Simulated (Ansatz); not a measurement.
# InGaN2 (P3m1, No. 156, 4 atoms in the cell; start mp-1223660)

Level of theory: LDA (PAW; Ansatz, a first-principles code).

Run with plane-wave cutoff 520 eV, 12×12×6 k mesh (along the axes of the cell as run), Fermi–Dirac smearing 0.01 eV, scalar-relativistic PAW data made under PBE.

Cell (relaxed with PBEsol):

```cif
data_GaInN2
_chemical_formula_sum 'In1 Ga1 N2'
_space_group_name_H-M_alt 'P3m1'
_space_group_IT_number 156
_space_group_name_Hall 'P 3 -2"'
_cell_length_a 3.35341
_cell_length_b 3.35341
_cell_length_c 5.49983
_cell_angle_alpha 90.000
_cell_angle_beta 90.000
_cell_angle_gamma 120.000
loop_
_atom_site_label
_atom_site_type_symbol
_atom_site_symmetry_multiplicity
_atom_site_Wyckoff_symbol
_atom_site_fract_x
_atom_site_fract_y
_atom_site_fract_z
_atom_site_occupancy
In1 In 1 a 0.00000 0.00000 0.99711 1
Ga1 Ga 1 c 0.66667 0.33333 0.49592 1
N1 N 1 c 0.66667 0.33333 0.14601 1
N2 N 1 a 0.00000 0.00000 0.60256 1
```

For InGaN2 (P3m1, No. 156, 4 atoms in the cell; start mp-1223660), the band gap comes out as 0.35 eV.

Note: cell and atoms aren't relaxed at this level (largest force component 0.08 eV/Å, pressure -4.5 GPa).

Spin–orbit coupling is not included.

Computed values are for the static lattice.

The result took roughly 13 core-seconds.

A start named mp-… is a Materials Project structure, which need not be a measured phase.
